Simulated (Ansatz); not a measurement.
Cubic perovskite BaHfO₃, treated with PBE in Ansatz (plane waves, PAW).

Numerical settings: plane-wave cutoff 520 eV, 8×8×8 k mesh, perturbation theory, force constants from a 4×4×4 q mesh, scalar-relativistic PAW data made under PBE.

Computed at the level's own relaxed cell. Harmonic vibrational thermodynamics at fixed volume:

```tsv
T (K)	S_vib (J/K per mol of atoms)	C_V (J/K per mol of atoms)	F_vib (eV/atom)
100	8.83	11.95	0.0459
200	19.37	18.28	0.0311
300	27.39	21.13	0.0067
500	38.80	23.32	-0.0628
700	46.79	24.07	-0.1519
800	50.02	24.26	-0.2021
1000	55.46	24.50	-0.3116
```

The crystal is taken as a harmonic solid at every temperature: melting, phase changes and thermal expansion are not seen.

Ansatz is a program for electronic structure.
